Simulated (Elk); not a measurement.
## Elk run on NbC (Fm-3m, 2 atoms in the cell): self-consistent single point

Computed with Elk 10.2.4 with PBE, all-electron FP-LAPW, Elk's shipped species files, APW+lo basis with extra local orbitals.

This input was run:

```
tasks
  0

xctype
  20

rgkmax
  8.0

gmaxvr
  16.0

nxlo
  2

lorbcnd
  .true.

lmaxi
  2

swidth
  0.00183747

maxscl
  100

scale
  1.889726125

avec
    0.0000000000    2.2350000000    2.2350000000
    2.2350000000    0.0000000000    2.2350000000
    2.2350000000    2.2350000000    0.0000000000

atoms
  2
  'Nb.in'
  1
  0.0000000000  0.0000000000  0.0000000000    0.0 0.0 0.0
  'C.in'
  1
  0.5000000000  0.5000000000  0.5000000000    0.0 0.0 0.0

ngridk
  17 17 17
```

Output, abridged:

```
│ Elk code version 10.2.4 │

All units are atomic (Hartree, Bohr, etc.)

│ Ground-state run starting from atomic densities │

Lattice vectors :
   0.000000000       4.223537889       4.223537889
   4.223537889       0.000000000       4.223537889
   4.223537889       4.223537889       0.000000000

Unit cell volume      :    150.6812379
Brillouin zone volume :    1.646191768

Muffin-tin inner radius fraction :   0.1000000000E-01

Nuclei treated as point charges

Species :    1 (Nb)
 parameters loaded from : Nb.in
 name : niobium
 nuclear charge    :   -41.00000000
 electronic charge :    41.00000000
 atomic mass :    169357.9703
 muffin-tin radius :    2.466181480
 number of radial points in muffin-tin :    597
 atomic positions (lattice), magnetic fields (Cartesian) :
   1 :   0.00000000  0.00000000  0.00000000    0.00000000  0.00000000  0.00000000

Species :    2 (C)
 parameters loaded from : C.in
 name : carbon
 nuclear charge    :   -6.000000000
 electronic charge :    6.000000000
 atomic mass :    21894.16672
 muffin-tin radius :    1.707356409
 number of radial points in muffin-tin :    297
 atomic positions (lattice), magnetic fields (Cartesian) :
   1 :   0.50000000  0.50000000  0.50000000    0.00000000  0.00000000  0.00000000

Total number of atoms per unit cell :    2

Spin treatment :
 spin-unpolarised

Number of Bravais lattice symmetries :   48
Number of crystal symmetries         :   48
Crystal has inversion symmetry
Real symmetric eigensolver will be used

k-point grid :     17    17    17
k-point offset :    0.000000000       0.000000000       0.000000000
k-point set is reduced with full crystal symmetry group
Total number of k-points :      165

Muffin-tin radius times maximum |G+k| :    8.000000000
 using average radius
Maximum |G+k| for APW functions       :    3.833677907
Maximum (1/2)|G+k|²                   :    7.348543147
Maximum |G| for potential and density :    16.00000000
 potential will be trimmed for |G| > 2 gkmax
Constant for pseudocharge density :   10
Radial integration step length :    4

G-vector grid sizes :     32    32    32
Number of G-vectors :    10417

Maximum angular momentum used for
 APW functions                      :    8
 outer part of muffin-tin           :    6
 inner part of muffin-tin           :    2

Total nuclear charge    :   -47.00000000
Total core charge       :    30.00000000
Total valence charge    :    17.00000000
Total excess charge     :    0.000000000
Total electronic charge :    47.00000000

Effective Wigner radius, rₛ :   0.9147257483

Number of empty states         :    8
Total number of valence states :   17
Total number of core states    :   30

Conduction state local-orbitals added automatically
Total number of local-orbitals :  149

Exchange-correlation functional :     20     0     0
 Perdew-Burke-Ernzerhof, Phys. Rev. Lett. 77, 3865 (1996)
 gradient requirement :    1
 generalised gradient approximation (GGA)

Smearing type :    3
 Fermi-Dirac
Smearing width :   0.1837470000E-02
Effective electronic temperature (K) :    580.2271348

Mixing type :    3
 Broyden mixing, J. Phys. A: Math. Gen. 17, L317 (1984)

Kohn-Sham potential initialised from atomic data

│ Self-consistent loop started │
│ Loop number : 1 │
 total energy                :     -3853.08925600
│ Loop number : 2 │
 total energy                :     -3853.38883225
RMS change in Kohn-Sham potential (target) :    2.298545512     (  0.1000000000E-05)
Absolute change in total energy (target)   :   0.2995762414     (  0.1000000000E-03)
│ Loop number : 3 │
 total energy                :     -3853.32688499
RMS change in Kohn-Sham potential (target) :    2.280055303     (  0.1000000000E-05)
Absolute change in total energy (target)   :   0.1294680060E-01 (  0.1000000000E-03)
│ Loop number : 4 │
 total energy                :     -3856.07098147
RMS change in Kohn-Sham potential (target) :    1.265820550     (  0.1000000000E-05)
Absolute change in total energy (target)   :    2.747333189     (  0.1000000000E-03)
│ Loop number : 5 │
 total energy                :     -3858.26357119
RMS change in Kohn-Sham potential (target) :   0.4738013815     (  0.1000000000E-05)
Absolute change in total energy (target)   :    2.879423012     (  0.1000000000E-03)
│ Loop number : 6 │
 total energy                :     -3858.48987824
RMS change in Kohn-Sham potential (target) :   0.1517355636     (  0.1000000000E-05)
Absolute change in total energy (target)   :   0.9461628030     (  0.1000000000E-03)
│ Loop number : 7 │
 total energy                :     -3858.82713972
RMS change in Kohn-Sham potential (target) :   0.3456615782E-01 (  0.1000000000E-05)
Absolute change in total energy (target)   :   0.5738021813     (  0.1000000000E-03)
│ Loop number : 8 │
 total energy                :     -3858.62283788
RMS change in Kohn-Sham potential (target) :   0.5775591367E-02 (  0.1000000000E-05)
Absolute change in total energy (target)   :   0.6085129580E-01 (  0.1000000000E-03)
│ Loop number : 9 │
 total energy                :     -3858.75200524
RMS change in Kohn-Sham potential (target) :   0.1057579922E-01 (  0.1000000000E-05)
Absolute change in total energy (target)   :   0.1139545350     (  0.1000000000E-03)
│ Loop number : 10 │
 total energy                :     -3858.70186143
RMS change in Kohn-Sham potential (target) :   0.3019890726E-02 (  0.1000000000E-05)
Absolute change in total energy (target)   :   0.2165517471E-01 (  0.1000000000E-03)
│ Loop number : 11 │
 total energy                :     -3858.70871485
RMS change in Kohn-Sham potential (target) :   0.2692490807E-02 (  0.1000000000E-05)
Absolute change in total energy (target)   :   0.1439625436E-02 (  0.1000000000E-03)
│ Loop number : 12 │
 total energy                :     -3858.70700364
RMS change in Kohn-Sham potential (target) :   0.2457342604E-03 (  0.1000000000E-05)
Absolute change in total energy (target)   :   0.1351302946E-02 (  0.1000000000E-03)
│ Loop number : 13 │
 total energy                :     -3858.70666787
RMS change in Kohn-Sham potential (target) :   0.4199061152E-04 (  0.1000000000E-05)
Absolute change in total energy (target)   :   0.6735898169E-03 (  0.1000000000E-03)
│ Loop number : 14 │
 total energy                :     -3858.70620597
RMS change in Kohn-Sham potential (target) :   0.9202270859E-05 (  0.1000000000E-05)
Absolute change in total energy (target)   :   0.6302979673E-03 (  0.1000000000E-03)
│ Loop number : 15 │
 total energy                :     -3858.70604880
RMS change in Kohn-Sham potential (target) :   0.4216791451E-05 (  0.1000000000E-05)
Absolute change in total energy (target)   :   0.3147524767E-03 (  0.1000000000E-03)
│ Loop number : 16 │
 total energy                :     -3858.70603795
RMS change in Kohn-Sham potential (target) :   0.6094185879E-06 (  0.1000000000E-05)
Absolute change in total energy (target)   :   0.8953484621E-04 (  0.1000000000E-03)
Convergence targets achieved

│ Loop number : 17 │

Energies :
 Fermi                       :     0.520632034936
 sum of eigenvalues          :     -2279.26606238
 electron kinetic            :      3992.02776282
 core electron kinetic       :      3904.31905459
 Coulomb                     :     -7726.13984011
 Coulomb potential           :     -6109.09520753
 nuclear-nuclear             :     -403.475777984
 electron-nuclear            :     -8536.23291673
 Hartree                     :      1213.56885460
 Madelung                    :     -4671.59223635
 xc potential                :     -162.198617661
 exchange                    :     -122.259145815
 correlation                 :     -2.33462385714
 electron entropic           :    -0.200361220112E-03
 total energy                :     -3858.70604733

Density of states at Fermi energy :    17.58400958
 (states/Hartree/unit cell)

Estimated indirect band gap :   0.1242981871E-02
 from k-point      2 to k-point    143
Estimated direct band gap   :   0.2156355523E-01
 at k-point      1

Charges :
 core                        :    30.00000000
 valence                     :    17.00000000
 interstitial                :    2.912907362
 muffin-tins (core leakage)
  species :    1 (Nb)
   atom    1                 :    39.01966693     (  0.2580324828E-05)
  species :    2 (C)
   atom    1                 :    5.067425709     (  0.8293249317E-05)
 total in muffin-tins        :    44.08709264
 total calculated charge     :    47.00153716
 total charge                :    47.00000000
 error                       :   0.1537157267E-02

│ Self-consistent loop stopped │
```

The run converged in 17 iterations. The count includes the last loop, which Elk runs after its targets are met.

The starting cell has typed, rounded lattice constants, without a prior relaxation at this level. Spin polarisation is off. Values depend on the basis (sphere radii, cutoffs, local orbitals), which need not be converged. The log's line on a gap gives a spacing of levels on this mesh, which the program prints for metals too.

Cost on one core of a shared machine: roughly 30 s.
